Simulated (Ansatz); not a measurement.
Bond-angle distributions (per cent of the angles at each element, bins of 10°) of a relaxed model of amorphous In24O37Li2 at 6.48 g/cm³. The numbers are results of PBE, scalar-relativistic without spin-orbit coupling (plane waves to 420 eV, PAW; Ansatz, an electronic-structure program), not measurements.

A CHGNet melt-quench gave the starting glass, which DFT then relaxed. O atoms were pushed apart under 1.9 Å during the dynamics, to hinder bonds among them. The hot cell started wider than the set density and was brought back towards it in steps. It is the lowest in DFT energy of 2 quenches. It is a model cell: composition and starting density were chosen by hand, and all elements were melted together. No dispersion term was used. Its density started from a set value of 6.38 and ended at 6.48 g/cm³. Cooling (nominally 280 K/ps over its main leg) ran many orders faster than in experiment, which tends to leave more defects and strain. A cell of this size samples the disorder only roughly. Volume and shape were free in the relaxation.

Neighbours within In-In 3.12 Å, In-O 2.70 Å, In-Li 2.99 Å, O-O 1.58 Å, O-Li 2.33 Å, Li-Li 2.86 Å count as bonded. Two cations that share two anions don't count as bonded, nor two that share one unless they lie closer than In-In 3.04 Å, In-Li 2.91 Å, Li-Li 2.78 Å.

```csv
angle (°),at In,at O
50-60,1,0
60-70,1,0
70-80,17,1
80-90,24,4
90-100,16,30
100-110,11,26
110-120,7,15
120-130,2,12
130-140,3,10
140-150,3,3
150-160,5,1
160-170,7,1
170-180,3,0
```

They go with these counts of neighbours within the cut-offs, cation contacts included: In mean 5.7, most often 6; O mean 3.8, most often 4.
